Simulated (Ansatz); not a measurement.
We consider B2O3 (P3₁21, No. 152), described by r²SCAN-D4 (Ansatz, an electronic-structure program, plane waves, PAW).

Run with plane-wave cutoff 500 eV, 12×12×6 k mesh (along the axes of the cell as run), gaussian smearing 0.02 eV, scalar-relativistic PAW data made under PBE.

Computed at the level's own relaxed cell.

What does this level give for the volume per atom, lattice parameter a, c axis length and band gap?


volume per atom: 8.97 Å³/atom
lattice parameter a: 4.331 Å
c axis length: 8.284 Å
band gap: 7.39 eV (on the SCF k mesh)

Static lattice: no zero-point or thermal effects.
